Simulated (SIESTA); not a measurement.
**Input and output of a self-consistent single point for ZrScVNi3 (R3m, 6 atoms in the cell) (SIESTA)**

Computed with LDA PW92, numerical atomic orbitals TZP, PseudoDojo LDA standard norm-conserving potentials (rewritten from UPF to PSML) (SIESTA).

The input file:

```
# files in the folder: Zr.psml Sc.psml V.psml Ni.psml (PseudoDojo LDA standard)
SystemName  ZrScVNi3
SystemLabel zrscvni3

NumberOfAtoms                6
NumberOfSpecies              4
%block ChemicalSpeciesLabel
  1 40 Zr
  2 21 Sc
  3 23 V
  4 28 Ni
%endblock ChemicalSpeciesLabel
LatticeConstant              4.898140 Ang
%block LatticeVectors
     0.518567252    0.299394872    0.800906058
    -0.518567252    0.299394872    0.800906058
     0.000000000   -0.598789949    0.800906058
%endblock LatticeVectors
AtomicCoordinatesFormat      Bohr
%block AtomicCoordinatesAndAtomicSpecies
     0.000000000   -0.000001879   22.114915045  1
     0.000000000   -0.000000479    5.639372280  2
     0.000000000   -0.000001183   13.924625856  3
     2.393534441   -1.381908611   10.200109250  4
    -0.000000000    2.763814621   10.200109250  4
    -2.393534441   -1.381908611   10.200109250  4
%endblock AtomicCoordinatesAndAtomicSpecies

XC.functional                LDA
XC.authors                   PW92
PAO.BasisSize                TZP
PAO.EnergyShift              0.01 Ry
MeshCutoff                   350 Ry
%block kgrid.MonkhorstPack
    4   0   0  0.0
    0   4   0  0.0
    0   0   4  0.0
%endblock kgrid.MonkhorstPack
OccupationFunction           MP
OccupationMPOrder            0
ElectronicTemperature        0.05 eV
Spin                         polarized
%block DM.InitSpin
  1 +0.00
  2 +0.00
  3 +2.00
  4 +2.00
  5 +2.00
  6 +2.00
%endblock DM.InitSpin

MaxSCFIterations             150
SCF.Mixer.Method             Pulay
SCF.Mixer.Weight             0.1
SCF.Mixer.History            6
SCF.DM.Tolerance             1.0E-04
Diag.ParallelOverK           true
WriteForces                  true
Charge.Mulliken              end
```

Log, with long lists cut:

```
reinit: Reading from file input.fdf

reinit: System Name: ZrScVNi3
reinit: System Label: zrscvni3

NOTE on units for spin output:
{S} is the spin magnetic moment, in units of the Bohr magneton,
assuming a g-factor for the electron spin of exactly 2.
The spin magnetic moment is then numerically equal to the charge inbalance,
in units of electrons, between the spin-up and -down channels.

coor:   Atomic-coordinates input format  =     Cartesian coordinates
coor:                                            (in Bohr units)

siesta: Atomic coordinates (Bohr) and species
siesta:      0.00000  -0.00000  22.11492  1        1
siesta:      0.00000  -0.00000   5.63937  2        2
siesta:      0.00000  -0.00000  13.92463  3        3
siesta:      2.39353  -1.38191  10.20011  4        4
siesta:     -0.00000   2.76381  10.20011  4        5
siesta:     -2.39353  -1.38191  10.20011  4        6

siesta: System type = bulk

initatomlists: Number of atoms, orbitals, and projectors:      6   150   108

siesta: ******************** Simulation parameters ****************************
redata: Spin configuration                          = collinear
redata: Time-Reversal Symmetry                      = T
redata: Number of Atomic Species                    =        4
redata: Mesh Cutoff                                 =   350.0000 Ry
redata: Net charge of the system                    =     0.0000 |e|
redata: Min. number of SCF Iter                     =        0
redata: Max. number of SCF Iter                     =      150
redata: SCF convergence failure will abort job
redata: SCF mix quantity                            = Hamiltonian
redata: Mix DM or H after convergence               =   F
redata: Recompute H after scf cycle                 =   F
redata: Mix DM in first SCF step                    =   T
redata: No kicks to SCF
redata: DM Mixing Weight for Kicks                  =     0.5000
   [... lines left out ...]
diag: Used triangular part                          = Lower
diag: Absolute tolerance                            =  0.100E-15
diag: Orthogonalization factor                      =  0.100E-05
diag: Memory factor                                 =  1.0000

superc: Internal auxiliary supercell:     7 x     7 x     7  =     343
superc: Number of atoms, orbitals, and projectors:   2058  51450  37044

                        Single-point calculation

superc: Internal auxiliary supercell:     7 x     7 x     7  =     343
superc: Number of atoms, orbitals, and projectors:   2058  51450  37044

outcell: Unit cell vectors (Ang):
        2.540015    1.466478    3.922950
       -2.540015    1.466478    3.922950
        0.000000   -2.932957    3.922950

outcell: Cell vector modules (Ang)   :    4.898140    4.898140    4.898140
outcell: Cell angles (23,13,12) (deg):     62.4724     62.4724     62.4724
outcell: Cell volume (Ang**3)        :     87.6750
new_DM -- step:     1
Initializing Density Matrix...

Attempting to read DM from file... Failed...
DM filled with atomic data (user-defined):

InitMesh: MESH = 48 x 48 x 48 = 110592
InitMesh: Mesh cutoff (required, used) =   350.000   374.970 Ry

stepf: Methfessel-Paxton step function
       Using Hermite-Gauss polynomials of order  0
        iscf     Eharris(eV)        E_KS(eV)     FreeEng(eV)     dDmax    Ef(eV) dHmax(eV)
   scf:    1   -17758.149383   -18187.641318   -18187.649526  1.129781 -2.867816 54.446281
     spin moment: {S} , |S| = {        0.0        0.0    6.85992 }     6.85992
   scf:    2   -18195.097800   -18354.109426   -18354.115364  0.614251 -4.337189 26.575999
     spin moment: {S} , |S| = {        0.0        0.0    1.74520 }     1.74520
   scf:    3   -18393.043397   -18381.684821   -18381.692544  0.228444 -4.463636  7.430705
     spin moment: {S} , |S| = {        0.0        0.0    2.70939 }     2.70939
   scf:    4   -18384.543806   -18384.090427   -18384.102770  0.069398 -4.568601  4.552382
     spin moment: {S} , |S| = {        0.0        0.0    2.82725 }     2.82725
   scf:    5   -18372.837518   -18381.571046   -18381.576972  0.190163 -4.962512 11.825172
     spin moment: {S} , |S| = {        0.0        0.0    2.07641 }     2.07641
   scf:    6   -18374.697514   -18383.749726   -18383.759769  0.182935 -5.059129  6.903339
   [... lines left out ...]
   scf:   26   -18386.118452   -18386.118462   -18386.127226  0.000251 -5.108164  0.003203
     spin moment: {S} , |S| = {        0.0        0.0    0.64731 }     0.64731
   scf:   27   -18386.118441   -18386.118450   -18386.127236  0.000394 -5.108253  0.001997
     spin moment: {S} , |S| = {        0.0        0.0    0.64678 }     0.64678
   scf:   28   -18386.118473   -18386.118460   -18386.127240  0.000183 -5.108084  0.001814
     spin moment: {S} , |S| = {        0.0        0.0    0.64748 }     0.64748
   scf:   29   -18386.118440   -18386.118450   -18386.127241  0.000122 -5.108184  0.001033
     spin moment: {S} , |S| = {        0.0        0.0    0.64708 }     0.64708
   scf:   30   -18386.118435   -18386.118442   -18386.127242  0.000136 -5.108317  0.000643
     spin moment: {S} , |S| = {        0.0        0.0    0.64680 }     0.64680
   scf:   31   -18386.118437   -18386.118440   -18386.127242  0.000064 -5.108342  0.000497
     spin moment: {S} , |S| = {        0.0        0.0    0.64674 }     0.64674
SCF Convergence by DM+H criterion
max |DM_out - DM_in|         :     0.0000642145
max |H_out - H_in|      (eV) :     0.0004965013
SCF cycle converged after 31 iterations

Using DM_out to compute the final energy and forces

siesta: E_KS(eV) =           -18386.1184

siesta: E_KS - E_eggbox =    -18386.1184

siesta: Atomic forces (eV/Ang):
     1   -0.000000    0.000003   -0.006327
     2    0.000000   -0.000002    0.068527
     3    0.000000    0.000000    0.041113
     4    0.008444   -0.004874   -0.026475
     5    0.000000    0.009748   -0.026476
     6   -0.008444   -0.004874   -0.026475
   Tot   -0.000000    0.000001    0.023886
   Max    0.068527
   Res    0.022129    sqrt( Sum f_i^2 / 3N )
   Max    0.068527    constrained

Stress tensor Voigt[x,y,z,yz,xz,xy] (kbar):      158.02      158.02      145.42        0.00       -0.00       -0.00
(Free)E + p*V (eV/cell)   -18394.5445
Target enthalpy (eV/cell)   -18386.1272

siesta: Program's energy decomposition (eV):
siesta: Ebs     =     -3191.918613
siesta: Eions   =     24463.834937
siesta: Ena     =      2287.234137
siesta: Ekin    =      8140.504760
siesta: Enl     =     -1980.151855
siesta: Eso     =         0.000000
siesta: Edftu   =         0.000000
siesta: DEna    =       151.345100
siesta: DUscf   =         3.753464
siesta: DUext   =         0.000000
siesta: Ex      =     -2322.110997
siesta: Ec      =      -202.858111
siesta: Exc     =     -2524.969108
siesta: Eharris =    -18386.118437
siesta: Etot    =    -18386.118440
siesta: FreeEng =    -18386.127242

siesta: Atomic forces (eV/Ang):
siesta:      1   -0.000000    0.000003   -0.006327
siesta:      2    0.000000   -0.000002    0.068527
siesta:      3    0.000000    0.000000    0.041113
siesta:      4    0.008444   -0.004874   -0.026475
siesta:      5    0.000000    0.009748   -0.026476
siesta:      6   -0.008444   -0.004874   -0.026475
siesta: ----------------------------------------
siesta:    Tot   -0.000000    0.000001    0.023886

siesta: Stress tensor (static) (eV/Ang**3):
siesta:     0.098626   -0.000000   -0.000000
siesta:    -0.000000    0.098626    0.000000
siesta:    -0.000000    0.000000    0.090764

   [... lines left out ...]
siesta: Cell volume =         87.675036 Ang**3
siesta:        -153.81767811       -153.17924144  kBar
   [... lines left out ...]
               4pz     4px     3dxy    3dyz    3dz2    3dxz    3dx2-y2 3dxy
               3dyz    3dz2    3dxz    3dx2-y2 3dxy    3dyz    3dz2    3dxz
               3dx2-y2
   4  8.929   0.967   0.283  -0.394   0.424   1.004   1.004   1.004   0.167
              0.182   0.168   0.838   0.826   0.817   0.854   0.817  -0.055

             -0.036  -0.052  -0.036  -0.067   0.056   0.033   0.038   0.025

              0.064
   5  8.929   0.967   0.283  -0.394   0.424   1.005   1.004   1.004   0.168
              0.182   0.167   0.806   0.868   0.817   0.812   0.849  -0.073

             -0.036  -0.052  -0.037  -0.050   0.067   0.021   0.038   0.036

              0.052
   6  8.929   0.967   0.283  -0.394   0.424   1.004   1.004   1.004   0.167
              0.182   0.168   0.838   0.826   0.817   0.854   0.817  -0.055

             -0.036  -0.052  -0.036  -0.067   0.056   0.033   0.038   0.025

              0.064

mulliken: Qtot =       44.677

Mulliken Atomic Populations:
Atom #   charge [q] valence [e]      Sz [e]  Species
     1    -0.055687   12.055687    0.042227  Zr
     2     0.158640   10.841360    0.021247  Sc
     3    -0.313390   13.313390    0.366635  V
     4     0.070147   17.929853    0.072210  Ni
     5     0.070142   17.929858    0.072210  Ni
     6     0.070147   17.929853    0.072210  Ni
 Total     0.000000                0.646739
```

The run converged in 31 iterations.

The starting cell comes from a database of computed structures (which also holds hypothetical and non-ambient phases and stackings), without a prior relaxation at this level. The moments shrank to a small part of their start, a low-spin state that need not be the lowest. Values carry the incompleteness of an atom-centred basis. With a pressure of about -15 GPa the cell is away from its equilibrium volume at this level.

Cost on one core of a shared machine: roughly 4 min.
